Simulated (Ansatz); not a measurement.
**ZnSe: pressure series**

Base system: ZnSe in the zinc blende structure (space group F-43m, No. 216; a = 5.733 Å).

Cell and atoms are relaxed at each pressure.

All numbers come from DFT with PBE, PAW potentials and a 420 eV plane-wave cutoff in Ansatz (a first-principles code), no spin-orbit coupling.

```csv
pressure (GPa),volume per atom (Å³/atom)
-1,23.985
0,23.553
0.9,?
2.1,22.755
4.5,22.003
9,20.873
15,19.728
22.5,18.643
30,17.793
```

Q: Fit the third-order Birch–Murnaghan form P(V) = (3B₀/2)[(V₀/V)^(7/3) − (V₀/V)^(5/3)]·[1 + (3/4)(B₀′ − 4)((V₀/V)^(2/3) − 1)] (squares taken in P) to the rows shown and predict the withheld row.

A: Least squares on the printed values gives V₀ = 23.550 Å³/atom, B₀ = 56.9 GPa, B₀′ = 4.5; this predicts 23.193 Å³/atom, and the run gives 23.191 Å³/atom, 0.002 lower.

Measured bulk modulus of ZnSe: 62.4 GPa (temperature not stated; as listed in Cormac Toher et al., Physical Review Materials (2017)); the computed value is for a static lattice, so the two differ by thermal effects too.

Load acts through the strain it causes; cell and atoms are relaxed under it. Whether these cells are dynamically stable was not tested. Measured, ZnSe leaves this structure (for rock salt) near 13 GPa (temperature not stated; as listed in M. Köfferlein et al., Hyperfine Interactions (1994)).
